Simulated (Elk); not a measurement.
A self-consistent single point of CuZn (Pm-3m, 2 atoms in the cell) with Elk.

Level of theory: LDA (PW92), all-electron FP-LAPW, Elk's shipped species files, default APW+lo basis (Elk).

```yaml
crystal:
  lattice:
    - [2.95000, 0.00000, 0.00000]
    - [0.00000, 2.95000, 0.00000]
    - [0.00000, 0.00000, 2.95000]
  atoms:
    - { symbol: Zn, position: [0.50000, 0.50000, 0.50000] }
    - { symbol: Cu, position: [0.00000, 0.00000, 0.00000] }
```

Reference input (self-consistent single point, DFT, PBE, all-electron FP-LAPW, Elk's shipped species files, default APW+lo basis): xctype = 20; stype = 0; swidth = 0.00999582 Ha; ngridk = 15 15 15; rmtscf = 0.94; maxscl = 100. This run's input differs from it in these lines:

```diff
@@ -2,5 +2,2 @@
   0
-
-xctype
-  20
```

Output (repeated stretches shortened):

```
│ Self-consistent loop started │
│ Loop number : 1 │
 total energy                :     -3430.21345199
│ Loop number : 2 │
 total energy                :     -3431.23569103
RMS change in Kohn-Sham potential (target) :   0.4436327606     (  0.1000000000E-05)
Absolute change in total energy (target)   :    1.022239036     (  0.1000000000E-03)
│ Loop number : 3 │
 total energy                :     -3438.67312702
RMS change in Kohn-Sham potential (target) :   0.2513396683     (  0.1000000000E-05)
Absolute change in total energy (target)   :    7.692995753     (  0.1000000000E-03)
│ Loop number : 4 │
   [... lines left out ...]
Absolute change in total energy (target)   :   0.2666275877E-03 (  0.1000000000E-03)
│ Loop number : 16 │
 total energy                :     -3445.91830046
RMS change in Kohn-Sham potential (target) :   0.1141540339E-05 (  0.1000000000E-05)
Absolute change in total energy (target)   :   0.8184083663E-04 (  0.1000000000E-03)
│ Loop number : 17 │
 total energy                :     -3445.91829146
RMS change in Kohn-Sham potential (target) :   0.9546968366E-07 (  0.1000000000E-05)
Absolute change in total energy (target)   :   0.2945906863E-04 (  0.1000000000E-03)
Convergence targets achieved

│ Loop number : 18 │

Energies :
 Fermi                       :     0.251875714633
 total energy                :     -3445.91829821

Density of states at Fermi energy :    12.89735812
 (states/Hartree/unit cell)

Estimated indirect band gap :   0.2515952593E-02
 from k-point     31 to k-point    117
Estimated direct band gap   :   0.3290025708E-01
 at k-point    109

Charges :
 core                        :    24.00000000
 valence                     :    35.00000000
 interstitial                :    2.351118000
 muffin-tins (core leakage)
  species :    1 (Zn)
   atom    1                 :    28.71235672     (  0.1990501515E-03)
  species :    2 (Cu)
   atom    1                 :    27.93652528     (  0.3693489823E-03)
 total in muffin-tins        :    56.64888200
 total calculated charge     :    58.98712667
 total charge                :    59.00000000
 error                       :   0.1287333019E-01

│ Self-consistent loop stopped │
```

The run converged in 18 iterations. The count includes the last loop, which Elk runs after its targets are met. 

The starting cell has typed, rounded lattice constants, without a prior relaxation at this level. Spin polarisation is off. Values depend on the basis (sphere radii, cutoffs, local orbitals), which need not be converged. The log's line on a gap gives a spacing of levels on this mesh, which the program prints for metals too.
